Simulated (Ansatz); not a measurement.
Start from Be in the hcp (Mg type) structure (space group P6_3/mmc, No. 194; a = 2.255 Å, c = 3.558 Å; relaxed with 0.1 eV smearing). Axes: x lies along a and z along c of the hexagonal cell.

Calculations: DFT with PBEsol, PAW potentials and a 420 eV plane-wave cutoff in Ansatz (a quantum-chemistry and plane-wave program), scalar-relativistic without spin-orbit coupling.

Base values:

- Band gap = zero

Modification: tensor shear ε_xz = +1.71 % (engineering shear γ = 0.0342); the atoms relax in the strained cell.

Task: What does the calculation give for the stress, energy relative to the base and band gap after the change?

Result: The stress (xx, yy, zz, yz, xz, xy; compression positive) comes out as (-0.1, 0.0, 0.4, 0.0, -5.7, 0.0) GPa; the energy goes up by 4.8 meV/atom; the band gap stays zero.

No phonon test of stability was made.
